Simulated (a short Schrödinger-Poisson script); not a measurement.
Structure: gated Al0.3Ga0.7N/GaN polarisation-induced gas, at 20 K.

```tsv
layer	material	thickness (nm)	Na (cm⁻³)
1	Al0.3Ga0.7N	10	-
2	GaN	6000	7e15
```

Constants are typed, rounded textbook-type inputs, not results; the design itself was drawn at random and stands for no fabricated device. Al0.3Ga0.7N: permittivity 9.32, conduction-band edge (eV) 0.414, gap (eV) 4.021, electron mass (mₑ) 0.236, Nv at 300 K (cm⁻³) 4.6e19. GaN: permittivity 9.5, conduction-band edge (eV) 0, gap (eV) 3.43, Nv at 300 K (cm⁻³) 4.6e19.

Channel valleys (confinement mass, in-plane density-of-states mass, number): Γ 0.2, 0.2, 1. At the gate the conduction-band edge of layer 1 lies 1.23 eV − eVg above the Fermi level of the channel; the field vanishes at the back. Sheet of polarisation charge: +1.5e13 e/cm² at 10 nm from the gate. The barrier under the gate holds no holes. Gaps are held at their typed values at every temperature. Mesh 0.08 nm at interfaces.

From a short Schrödinger-Poisson script (our own, NumPy): 1D Poisson equation in equilibrium, electrons quantum, Hartree (BenDaniel-Duke, 40 states a valley, the channel's in-plane mass for all, wave functions free to enter the barrier), parabolic valleys, classical holes, full ionisation, no traps, pinning or gate leakage.

The same stack at other levels of the model or other numerical settings:

| run | sheet density of all electrons at Vg = 0.5 V (cm⁻²) | sheet density of all electrons at Vg = -1 V (cm⁻²) | capacitance at Vg = 0.5 V (μF/cm²) | centroid of the channel electrons at Vg = 0.5 V (nm) | rough cost against the base |
|---|---|---|---|---|---|
| base | 1.10e13 | 4.04e12 | 0.761 | 1.61 | about 1 |
| electrons treated as classical, Boltzmann | 1.27e13 | [?] | [?] | 0.10 | 0.02 |
| electrons treated as classical, Fermi-Dirac | 1.10e13 | 4.22e12 | 0.733 | 1.36 | 0.09 |
| electrons treated as quantum, Hartree plus LDA exchange-correlation | 1.12e13 | 4.20e12 | 0.766 | 1.44 | 1 |
| mesh six times as coarse | 1.10e13 | 4.04e12 | 0.762 | [?] | 0.2 |
| one subband a valley | 1.09e13 | 4.04e12 | 0.754 | 1.44 | 0.3 |

Q: Fill in the missing entries.

A: 
- mesh six times as coarse, centroid of the channel electrons at Vg = 0.5 V (nm): 1.55
- electrons treated as classical, Boltzmann, sheet density of all electrons at Vg = -1 V (cm⁻²): 5.02e12
- electrons treated as classical, Boltzmann, capacitance at Vg = 0.5 V (μF/cm²): 0.818

The classical rows ignore confinement, and Boltzmann statistics overrate the density once the band edge passes the Fermi level.
